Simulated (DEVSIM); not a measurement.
Structure: illuminated Si p-on-n cell, one wavelength, with a back-surface field, at 300 K.

| layer (left to right) | material | thickness (μm) | Nd (cm⁻³) | Na (cm⁻³) | τn (s) | τp (s) | absorption coefficient (cm⁻¹) |
|---|---|---|---|---|---|---|---|
| 1 | Si | 0.0650 | - | 6.8e18 | 8.7e-8 | 7.5e-8 | 1800 |
| 2 | Si | 170 | 2.7e15 | - | 1.1e-7 | 1.1e-7 | 1800 |
| 3 | Si | 0.130 | 4.7e18 | - | 1.1e-7 | 1.1e-7 | 1800 |

Left contact: ohmic, minority electron recombination velocity 20 cm/s. Right contact: ohmic, minority hole recombination velocity 1e5 cm/s. Voltage is applied to the left contact. Recombination: SRH at mid-gap, radiative, Auger. Gap narrowing is on: ΔEg = 6.92 meV × (l + √(l² + 0.5)), l = ln(N/1.3e17 cm⁻³), shared equally by both band edges. Light enters at the left, 4.6e16 photons cm⁻² s⁻¹, one pass, no reflection. Mobility is μmin + (μ − μmin)/(1 + (N/Nref)^α).

Constants are typed, rounded textbook-type inputs, not results; the design itself was drawn at random and stands for no fabricated device. Values at 300 K.

| parameter | Si |
|---|---|
| gap (eV) | 1.124 |
| affinity (eV) | 4.05 |
| permittivity | 11.7 |
| Nc (cm⁻³) | 2.86e19 |
| Nv (cm⁻³) | 3.1e19 |
| μn (cm²/Vs) | 1417 |
| μp (cm²/Vs) | 470 |
| μn,min | 52 |
| μp,min | 45 |
| Nref,n | 9.7e16 |
| Nref,p | 2.2e17 |
| αn | 0.68 |
| αp | 0.72 |
| B (cm³/s) | 4.7e-15 |
| Cn (cm⁶/s) | 2.8e-31 |
| Cp (cm⁶/s) | 9.9e-32 |

Simulated with DEVSIM: 1D drift-diffusion, Boltzmann statistics, complete ionisation; no tunnelling, impact ionisation, image-force lowering or self-heating.

Base results: fill factor 0.76; potential step across the device at zero bias (V) 0.985; open-circuit voltage (V) 0.463; share of generated pairs collected at short circuit 0.708.

Task: What follows from this one change: photon flux 4.6e+16 → 4.6e+17 cm^-2 s^-1?

Result: fill factor 0.76 → 0.79; potential step across the device at zero bias little changed (0.985 V); open-circuit voltage 0.463 → 0.525 V; share of generated pairs collected at short circuit little changed (0.708).

Task: What follows from this one change: doping Na of layer 1 6.8e+18 → 2e+18 cm^-3?

Result: fill factor little changed (0.76); potential step across the device at zero bias 0.985 → 0.962 V; open-circuit voltage little changed (0.463 V); share of generated pairs collected at short circuit little changed (0.707).

Task: What follows from this one change: minority lifetime in layer 2 1.1e-07 → 3.3e-08 s?

Result: fill factor 0.76 → 0.74; potential step across the device at zero bias little changed (0.985 V); open-circuit voltage 0.463 → 0.440 V; share of generated pairs collected at short circuit 0.708 → 0.580.

Task: What follows from this one change: constant mobility in place of the doping-dependent one?

Result: fill factor little changed (0.76); potential step across the device at zero bias little changed (0.985 V); open-circuit voltage little changed (0.463 V); share of generated pairs collected at short circuit 0.708 → 0.711.
